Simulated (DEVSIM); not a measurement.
Structure: abrupt CdTe p-n junction, at 300 K.

| layer (left to right) | material | thickness (μm) | Nd (cm⁻³) | Na (cm⁻³) | τn (s) | τp (s) |
|---|---|---|---|---|---|---|
| 1 | CdTe | 0.100 | - | 9.7e16 | 3.8e-10 | 3.8e-10 |
| 2 | CdTe | 3.10 | 1.2e17 | - | 3.8e-10 | 3.8e-10 |

Left contact: ohmic. Right contact: ohmic. Voltage is applied to the left contact. Recombination: SRH at mid-gap, radiative, Auger. Mobility is μmin + (μ − μmin)/(1 + (N/Nref)^α).

Constants are typed, rounded textbook-type inputs, not results; the design itself was drawn at random and stands for no fabricated device. Values at 300 K.

```tsv
parameter	CdTe
gap (eV)	1.5
affinity (eV)	4.28
permittivity	10.2
Nc (cm⁻³)	8e17
Nv (cm⁻³)	1.8e19
μn (cm²/Vs)	1000
μp (cm²/Vs)	80
μn,min	100
μp,min	10
Nref,n	1e17
Nref,p	1e17
αn	0.6
αp	0.6
B (cm³/s)	1e-10
Cn (cm⁶/s)	1e-30
Cp (cm⁶/s)	1e-30
```

DEVSIM, 1D drift-diffusion, Boltzmann statistics, complete ionisation; no tunnelling, impact ionisation, image-force lowering or self-heating.

### Question
Give the dark forward current.

### Answer

(V (V), J (A/cm²)): (0.05, 2.1e-10); (0.15, 2.1e-9); (0.25, 1.6e-8); (0.35, 1.1e-7); (0.45, 8.4e-7); (0.55, 6.3e-6); (0.65, 4.7e-5); (0.75, 0.00038); (0.85, 0.0037); (0.95, 0.060); (1.05, 1.7); (1.15, 61); (1.25, 900); (1.35, 3000)
